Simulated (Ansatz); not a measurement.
Start from MgS in the rock salt structure (space group Fm-3m, No. 225; a = 5.1820 Å). Axes: x, y, z lie along the cube axes.

The change: uniaxial stress, 3 GPa tension along x, with the cell and atoms free to relax against it.

Levels (all Ansatz, a quantum-chemistry and plane-wave program, PAW): PBEsol (420 eV, no SOC); HSE06 (420 eV, without spin-orbit coupling).

The geometry is relaxed with PBEsol.

| Item | Value |
|---|---|
| PBEsol band gap | 2.57 eV |

Problem. What does HSE06 give at this geometry for the band gap?

Solution. The band gap rises by 1.09 eV, from 2.57 eV to 3.66 eV.

Single points use the geometry relaxed with PBEsol. HSE06 gaps are upper bounds (no full band path). Load acts through the strain it causes; cell and atoms are relaxed under it. Beyond what the load breaks, stability against distortions was not tested.
